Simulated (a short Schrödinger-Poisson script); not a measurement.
Structure: gated Al0.4Ga0.6N/GaN polarisation-induced gas, at 300 K.

```
layer     material  thickness (nm)  Na (cm⁻³)
-----  -----------  --------------  ---------
1      Al0.4Ga0.6N              10          -
2              GaN            6000       2e15
```

The device is made up for the run: typed textbook-type constants, with dimensions and the other settings drawn at random. Al0.4Ga0.6N: permittivity 9.26, conduction-band edge (eV) 0.58, gap (eV) 4.258, electron mass (mₑ) 0.248, Nv at 300 K (cm⁻³) 4.6e19. GaN: permittivity 9.5, conduction-band edge (eV) 0, gap (eV) 3.43, Nv at 300 K (cm⁻³) 4.6e19.

Channel valleys (confinement mass, in-plane density-of-states mass, number): Γ 0.2, 0.2, 1. At the gate the conduction-band edge of layer 1 lies 1.36 eV − eVg above the Fermi level of the channel; the field vanishes at the back. Sheet of polarisation charge: +2e13 e/cm² at 10 nm from the gate. The barrier under the gate holds no holes. Gaps are held at their typed values at every temperature. Mesh 0.08 nm at interfaces.

Solved with a short Schrödinger-Poisson script written for these runs: 1D Poisson equation in equilibrium, electrons quantum, Hartree plus LDA exchange-correlation (BenDaniel-Duke, 40 states a valley, the channel's in-plane mass for all, wave functions free to enter the barrier), parabolic valleys, classical holes, full ionisation, no traps, pinning or gate leakage.

The same stack at other levels of the model or other numerical settings:

| run | sheet density of all electrons at Vg = 0.5 V (cm⁻²) | sheet density of all electrons at Vg = -2 V (cm⁻²) | capacitance at Vg = 0.5 V (μF/cm²) | centroid of the channel electrons at Vg = 0.5 V (nm) | rough cost against the base |
|---|---|---|---|---|---|
| base | 1.61e13 | 4.55e12 | 0.760 | 1.65 | about 1 |
| electrons treated as classical, Boltzmann | 1.74e13 | 4.99e12 | 0.804 | 0.60 | 0.01 |
| electrons treated as classical, Fermi-Dirac | 1.59e13 | 4.62e12 | 0.734 | 1.59 | 0.07 |
| electrons treated as quantum, Hartree | 1.58e13 | 4.40e12 | 0.756 | 1.80 | 0.6 |
| mesh six times as coarse | 1.61e13 | 4.55e12 | 0.761 | 1.59 | 0.3 |
| one subband a valley | 1.60e13 | 4.54e12 | 0.753 | 1.27 | 0.4 |

The classical rows ignore confinement, and Boltzmann statistics overrate the density once the band edge passes the Fermi level.
